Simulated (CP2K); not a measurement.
Input and output of a self-consistent single point for Al2Au (Fm-3m, 3 atoms in the cell) (CP2K).

Level of theory: PBE, GPW, DZVP-MOLOPT-SR-GTH basis, GTH-PBE potentials (GTH_POTENTIALS) in CP2K.

The change in words: lattice scaled by 0.98. Reference geometry:
```yaml
crystal:
  lattice:
    - [4.28458, 0.00000, 0.00000]
    - [2.14229, 3.71056, 0.00000]
    - [2.14229, 1.23685, 3.49835]
  atoms:
    - { symbol: Al, position: [0.25000, 0.25000, 0.25000] }
    - { symbol: Al, position: [0.75000, 0.75000, 0.75000] }
    - { symbol: Au, position: [0.00000, 0.00000, 0.00000] }
```

Reference input (self-consistent single point, DFT PBE, GPW, DZVP-MOLOPT-SR-GTH basis, GTH-PBE potentials (GTH_POTENTIALS)): CUTOFF = 500 Ry; REL_CUTOFF = 50 Ry; SMEAR/METHOD = FERMI_DIRAC; ELECTRONIC_TEMPERATURE = 1160.45 K; KPOINTS/SCHEME = MONKHORST-PACK 6 6 6; GAMMA_CENTERED = T; XC_FUNCTIONAL = PBE; Al/BASIS_SET = DZVP-MOLOPT-SR-GTH-q3; Al/POTENTIAL = GTH-PBE-q3; Au/BASIS_SET = DZVP-MOLOPT-SR-GTH-q11; Au/POTENTIAL = GTH-PBE-q11; METHOD = GPW. This run's input differs from it in these lines:

```diff
@@ -63,5 +63,5 @@
     &CELL
-      A 4.28458100 0.00000000 0.00000000
-      B 2.14229000 3.71055600 0.00000000
-      C 2.14229000 1.23685200 3.49834500
+      A 4.19888900 0.00000000 0.00000000
+      B 2.09944500 3.63634500 0.00000000
+      C 2.09944500 1.21211500 3.42837900
       PERIODIC XYZ
@@ -69,4 +69,4 @@
     &COORD
-      Al       2.14229025     1.23685200     0.87458625
-      Al       6.42687075     3.71055600     2.62375875
+      Al       2.09944475     1.21211500     0.85709475
+      Al       6.29833425     3.63634500     2.57128425
       Au       0.00000000     0.00000000     0.00000000
```

Log, with long lists cut:

```
 SCF WAVEFUNCTION OPTIMIZATION

  Step     Update method      Time    Convergence         Total energy    Change
     1 NoMix/Diag. 0.30E+00      -     1.19739994       -37.6029416286 -3.76E+01
     2 Broy./Diag. 0.30E+00      -     0.20420536       -39.2827894131 -1.68E+00
     3 Broy./Diag. 0.30E+00      -     0.06740424       -37.9340498715  1.35E+00
     4 Broy./Diag. 0.30E+00      -     0.04795940       -37.4450468158  4.89E-01
     5 Broy./Diag. 0.30E+00      -     0.00826450       -37.3894218151  5.56E-02
     6 Broy./Diag. 0.30E+00      -     0.00139696       -37.4397222606 -5.03E-02
   [... 2 lines left out ...]
     9 Broy./Diag. 0.30E+00      -     0.00007722       -37.4356109086  1.21E-04
    10 Broy./Diag. 0.30E+00      -     0.00000390       -37.4360681678 -4.57E-04
    11 Broy./Diag. 0.30E+00      -     0.00000109       -37.4360948175 -2.66E-05
    12 Broy./Diag. 0.30E+00      -     0.00000002       -37.4360901253  4.69E-06
  *** SCF run converged in    12 steps ***

  Overlap energy of the core charge distribution:               0.00000000316116
  Self energy of the core charge distribution:                -69.13713032288608
  Core Hamiltonian energy:                                     20.55326856769036
  Hartree energy:                                              18.04685841272300
  Exchange-correlation energy:                                 -6.89807143822301
  Electronic entropic energy:                                  -0.00101534780167
  Fermi energy:                                                 0.28911920407989

  Total energy:                                               -37.43609012533938
  Total energy (extrapolated to T->0):                        -37.43558245143855

   [... lines left out ...]

 STRESS| Analytical stress tensor [bar]
 STRESS|                        x                   y                   z
 STRESS|      x        9.03373801314E+04   3.64205174697E-02   2.57529881371E-02
 STRESS|      y        3.64205174697E-02   9.03374064573E+04   5.69472189836E-01
 STRESS|      z        2.57529881371E-02   5.69472189836E-01   9.03366076678E+04
 STRESS| 1/3 Trace                                             9.03371314188E+04
```

The run converged in 12 iterations. Against the reference run the free energy rises by 34.5 meV/atom and the pressure goes from 1.52 to 9.03 GPa.

The starting cell comes from a database of computed structures (which also holds hypothetical and non-ambient phases and stackings), without a prior relaxation at this level. Its lattice was rescaled by a random factor within 2.5 % of one. For this run, on top of that: lattice scaled by 0.98. Values carry the incompleteness of an atom-centred basis. With a pressure of about 9 GPa the cell is away from its equilibrium volume at this level.

Cost on one core of a shared machine: roughly 70 s.
